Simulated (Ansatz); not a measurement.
## Point defect Bi_N in wurtzite GaN

All values below come from PBE, PAW (plane waves to 420 eV; Ansatz, a first-principles code). A 3×2×2 supercell of 96 sites was used; the energies come from a 2×2×2 shifted sampling of its zone. Site at the start: the N site. Energies of charged states are corrected for periodic images (point charge plus alignment at distant sites). Dielectric constants: PBE linear response of the host. Host gap at this level: 1.71 eV. These values are not converged in cell size to better than tenths of an eV. The semilocal functional narrows the gap, so deep levels can fall outside it. Spin–orbit coupling is left out, which matters for these heavy elements. Each state is the lowest found from its start.

```json
[
 {"charge": "+1", "moment (μB)": "1.0", "largest move off a lattice site (Å)": "0.62", "image correction with alignment (eV)": "0.49"},
 {"charge": "0", "moment (μB)": "not spin-polarised", "largest move off a lattice site (Å)": "0.58", "image correction with alignment (eV)": "0.01"},
 {"charge": "−1*", "moment (μB)": "quenched", "largest move off a lattice site (Å)": "0.57", "image correction with alignment (eV)": "–"}
]
```

* At this level the carrier isn't localised at the defect: at charge −1 electrons occupy the conduction band. Such a state is shallow or no state of the defect, and this cell gives it no level.

Starting moments that weren't kept: charge −1 began with 1 μB and ended with 0.0.

Transition levels above the valence-band maximum: ε(+1/0) = 0.74 eV. On the lower envelope of the bound states, inside the gap: (+1/0) at 0.74 eV.

Flagged in the runs: a host whose relaxation on this sampling wasn't shown to rest, a strain field that reaches the edge of the cell.
